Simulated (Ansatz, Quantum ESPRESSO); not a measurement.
An Ansatz (a first-principles code) input for a self-consistent single point of SnTe (Fm-3m, 2 atoms in the cell) (DFT, PBE with spin-orbit coupling, plane waves, default PAW files):

Ansatz 0.2 input:
```yaml
crystal:
  lattice:
    - [0.000000, 3.124010, 3.124010]
    - [3.124010, 0.000000, 3.124010]
    - [3.124010, 3.124010, 0.000000]
  atoms:
    - { symbol: Sn, position: [0.000000, 0.000000, 0.000000] }
    - { symbol: Te, position: [0.500000, 0.500000, 0.500000] }
basis:
  ecutwfc: 30.9 Ry
kpoints:
  mp_grid: { grid: [6, 6, 6] }
hamiltonian:
  xc: pbe
  pseudopotentials: { kind: paw }
magnetization:
  noncollinear: true
  spin_orbit: true
scf:
  occupations: { method: gaussian, width: 0.01 Ry }
output:
  forces: true
  eigenvalues: true
  stress: true
```

**Question.** Write the same calculation as an input for Quantum ESPRESSO.

**Answer.** This is the input that was run; spellings and numerical settings could be chosen otherwise.

```fortran
&CONTROL
 calculation = 'scf'
 prefix = 'scf'
 outdir = './tmp'
 pseudo_dir = './'
 tprnfor = .true.
 tstress = .true.
/
&SYSTEM
 ibrav = 2
 A = 6.248020000
 nat = 2
 ntyp = 2
 ecutwfc = 80
 occupations = 'smearing'
 smearing = 'gaussian'
 degauss = 0.0099958
 noncolin = .true.
 lspinorb = .true.
/
&ELECTRONS
 conv_thr = 1.0e-11
/
ATOMIC_SPECIES
Sn   118.7100  Sn.upf
Te   127.6000  Te.upf
ATOMIC_POSITIONS {alat}
Sn    0.000000000    0.000000000    0.000000000
Te   -0.500000000    0.500000000    0.500000000
K_POINTS {automatic}
6 6 6  0 0 0
```

Basis, cutoffs, solver keys and any potentials are the target program's own. This input uses DFT, PBE, spin-orbit coupling, plane waves, PseudoDojo fully relativistic norm-conserving (PBE) pseudopotentials. The width in Ry is rounded to four decimals. Both were run: pressure 3.61 GPa in Ansatz and 3.61 in Quantum ESPRESSO. Ansatz's pressure is the one without its finite-basis correction.

On Quantum ESPRESSO: the starting cell comes from a database of computed structures (which also holds hypothetical and non-ambient phases and stackings), without a prior relaxation at this level. Its lattice was rescaled by a random factor within 2.5 % of one. With a pressure of about 4 GPa the cell is away from its equilibrium volume at this level.

On Ansatz: the starting cell comes from a database of computed structures (which also holds hypothetical and non-ambient phases and stackings), without a prior relaxation at this level. Its lattice was rescaled by a random factor within 2.5 % of one. With a pressure of about 4 GPa the cell is away from its equilibrium volume at this level. A gap is left out here, as mesh or smearing make it unsure.
